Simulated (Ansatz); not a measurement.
# Hypothetical diamond Te: pressure series

Take Te in the diamond structure (space group Fd-3m, No. 227; a hypothetical phase, not in the database extracts checked) as the base.

```
CELL_PARAMETERS angstrom
      0.00000     3.53029     3.53029
      3.53029     0.00000     3.53029
      3.53029     3.53029     0.00000
ATOMIC_POSITIONS crystal
  Te 0.25000 0.25000 0.25000
  Te 0.00000 0.00000 0.00000
```

Cell and atoms are relaxed at each pressure.

All numbers come from DFT with PBEsol, PAW potentials and a 420 eV plane-wave cutoff in Ansatz (a program for electronic structure), no spin-orbit coupling.

```json
[
 {"pressure (GPa)": "-2", "volume per atom (Å³/atom)": "47.560"},
 {"pressure (GPa)": "-1", "volume per atom (Å³/atom)": "45.596"},
 {"pressure (GPa)": "0", "volume per atom (Å³/atom)": "43.998"},
 {"pressure (GPa)": "0.3", "volume per atom (Å³/atom)": "43.568"},
 {"pressure (GPa)": "1.5", "volume per atom (Å³/atom)": "42.071"},
 {"pressure (GPa)": "3", "volume per atom (Å³/atom)": "40.489"},
 {"pressure (GPa)": "5", "volume per atom (Å³/atom)": "?"},
 {"pressure (GPa)": "7.5", "volume per atom (Å³/atom)": "37.015"},
 {"pressure (GPa)": "10", "volume per atom (Å³/atom)": "35.589"}
]
```

### Question
Fit the third-order Birch–Murnaghan form P(V) = (3B₀/2)[(V₀/V)^(7/3) − (V₀/V)^(5/3)]·[1 + (3/4)(B₀′ − 4)((V₀/V)^(2/3) − 1)] (squares taken in P) to the rows shown and predict the withheld row.

### Answer
Least squares on the printed values gives V₀ = 44.004 Å³/atom, B₀ = 30.3 GPa, B₀′ = 4.1; this predicts 38.761 Å³/atom, and the run gives 38.770 Å³/atom, 0.009 higher.

Load acts through the strain it causes; cell and atoms are relaxed under it. Stability against distortions was not tested. No other phases were tried under pressure.
